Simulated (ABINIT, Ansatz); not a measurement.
An ABINIT input for a self-consistent single point of Si2W (I4/mmm, 3 atoms in the cell) (DFT, PBE, plane waves, norm-conserving pseudopotentials (PseudoDojo nc-sr-05 PBE standard)):

```
# Si2W, PseudoDojo nc-sr-05 PBE standard
pp_dirpath "./"
pseudos "Si.upf, W.upf"
acell 8.5321248679 8.5321248679 8.5321248679
rprim
        -0.3560050608    0.3560050608    0.8640143479
         0.3560050608   -0.3560050608    0.8640143479
         0.3560050608    0.3560050608   -0.8640143479
natom 3
ntypat 2
znucl 14 74
typat 1 1 2
xcart
        -0.0000000000    0.0000000000    2.6136120794
        -0.0000000000    0.0000000000    5.1884479206
         0.0000000000    0.0000000000    0.0000000000
      Angstrom
ecut 74 Ry
occopt 3
tsmear 0.05 eV
nband 16
kptopt 1
ngkpt 12 12 12
nshiftk 1
shiftk 0 0 0
nstep 50
tolvrs 1.0e-12
prtwf 0
prtden 0
prtvol 1
enunit 1
```

Question: Give the Ansatz (a quantum-chemistry and plane-wave program) input for the same structure, mesh, smearing and functional.

Answer: One input that does it (others would too):

Ansatz 0.2 input:
```yaml
crystal:
  lattice:
    - [-1.60736500, 1.60736500, 3.90103000]
    - [1.60736500, -1.60736500, 3.90103000]
    - [1.60736500, 1.60736500, -3.90103000]
  atoms:
    - { symbol: Si, position: [0.33499000, 0.33499000, 0.00000000] }
    - { symbol: Si, position: [0.66501000, 0.66501000, 0.00000000] }
    - { symbol: W, position: [0.00000000, 0.00000000, 0.00000000] }
kpoints:
  mp_grid: { grid: [12, 12, 12] }
hamiltonian:
  xc: pbe
  pseudopotentials: { kind: paw }
scf:
  occupations: { method: fermi_dirac, width: 0.05 eV }
output:
  forces: true
  eigenvalues: true
  stress: true
```

Basis, cutoffs, solver keys and any potentials are the target program's own. This input uses DFT, PBE, plane waves, default PAW files.

The starting cell comes from a database of computed structures (which also holds hypothetical and non-ambient phases and stackings), without a prior relaxation at this level.
